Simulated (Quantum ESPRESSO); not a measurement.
A self-consistent single point of SrIn₃ (Pm-3m, 4 atoms in the cell) with Quantum ESPRESSO.

Method of the run: PBEsol, PseudoDojo standard norm-conserving (PBESOL) pseudopotentials (plane waves; Quantum ESPRESSO).

```xyz
4
Lattice="4.8701 0.0000 0.0000 0.0000 4.8701 0.0000 0.0000 0.0000 4.8701" Properties=species:S:1:pos:R:3 pbc="T T T"
Sr     0.0000     0.0000     0.0000
In     0.0000     2.4350     2.4350
In     2.4350     0.0000     2.4350
In     2.4350     2.4350     0.0000
```

Reference input (self-consistent single point, DFT, PBEsol, plane waves, PseudoDojo standard norm-conserving (PBESOL) pseudopotentials): ecutwfc = 70 Ry; occupations = smearing; smearing = fermi-dirac; degauss = 0.0099958 Ry; potentials = {Sr: Sr.upf, In: In.upf}; K_POINTS = automatic 7 7 7 0 0 0; conv_thr = 1e-11 Ry; mixing_beta = 0.5. This run's input differs from it in these lines:

```diff
@@ -14,3 +14,3 @@
     ntyp = 2
-    ecutwfc = 70
+    ecutwfc = 42
     occupations = 'smearing'
```

Log, with long lists cut:

```
     Self-consistent Calculation

     iteration #  1     ecut=    42.00 Ry     beta= 0.50

---- Real-time Memory Report at c_bands before calling an iterative solver
            93 MiB given to the printing process from OS
            59 MiB allocation reported by mallinfo(arena+hblkhd)
------------------

     Threshold (ethr) on eigenvalues was too large:
     Diagonalizing with lowered threshold

---- Real-time Memory Report at c_bands before calling an iterative solver
           100 MiB given to the printing process from OS
            62 MiB allocation reported by mallinfo(arena+hblkhd)
------------------
   [... lines left out ...]

---- Real-time Memory Report at c_bands before calling an iterative solver
           108 MiB given to the printing process from OS
            75 MiB allocation reported by mallinfo(arena+hblkhd)
------------------

     total energy              =    -465.43521434 Ry
     estimated scf accuracy    <          4.3E-11 Ry

     iteration # 12     ecut=    42.00 Ry     beta= 0.50

---- Real-time Memory Report at c_bands before calling an iterative solver
           108 MiB given to the printing process from OS
            75 MiB allocation reported by mallinfo(arena+hblkhd)
------------------
     End of self-consistent calculation

     the Fermi energy is     9.3622 ev

!    total energy              =    -465.43521434 Ry
     estimated scf accuracy    <          1.5E-12 Ry
     smearing contrib. (-TS)   =      -0.01087779 Ry
     internal energy E=F+TS    =    -465.42433654 Ry

     convergence has been achieved in  12 iterations

     Forces acting on atoms (cartesian axes, Ry/au):

     atom    1 type  1   force =     0.00000000    0.00000000    0.00000000
   [... zero for the other atoms too ...]

     Total force =     0.000000     Total SCF correction =     0.000000

          total   stress  (Ry/bohr**3)                   (kbar)     P=     -964.95
  -0.00655956   0.00000000   0.00000000         -964.95        0.00        0.00
   0.00000000  -0.00655956   0.00000000            0.00     -964.95        0.00
   0.00000000   0.00000000  -0.00655956            0.00        0.00     -964.95

   JOB DONE.
```

The run converged in 12 iterations. Against the reference run the free energy rises by 2.90 eV/atom and the pressure goes from -2.11 to -96.49 GPa.

The starting cell comes from a database of computed structures (which also holds hypothetical and non-ambient phases and stackings), without a prior relaxation at this level. Its lattice was rescaled by a random factor within 2.5 % of one.

Cost on one core of a shared machine: roughly 40 s.
